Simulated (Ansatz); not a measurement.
We consider CsCl-type LiF (model structure), described by PBE0 in Ansatz (plane waves, PAW).

Run with plane-wave cutoff 500 eV, 8×8×8 k mesh, gaussian smearing 0.02 eV, scalar-relativistic PAW data made under PBE.

Cell (relaxed with r²SCAN):

```cif
data_FLi
_chemical_formula_sum 'Li1 F1'
_space_group_name_H-M_alt 'P 1'
_space_group_IT_number 1
_cell_length_a 2.51655
_cell_length_b 2.51655
_cell_length_c 2.51655
_cell_angle_alpha 90.000
_cell_angle_beta 90.000
_cell_angle_gamma 90.000
loop_
_space_group_symop_operation_xyz
  'x, y, z'
loop_
_atom_site_label
_atom_site_type_symbol
_atom_site_fract_x
_atom_site_fract_y
_atom_site_fract_z
_atom_site_occupancy
Li1 Li 0.00000 0.00000 0.00000 1
F1 F 0.50000 0.50000 0.50000 1
```

Question: Predict the band gap.

Answer: 
- band gap = 10.92 eV (on the SCF k mesh)

Note: the relaxation could raise the start's symmetry but not lower it, so the cell can be a saddle point; cell and atoms aren't relaxed at this level (pressure 0.6 GPa).

Static lattice: no zero-point or thermal effects.

A model structure was made by putting elements into a prototype or built by hand; it is no filed structure, need not be a known phase, and can be a saddle point held by its symmetry.

Ansatz is an electronic-structure program.
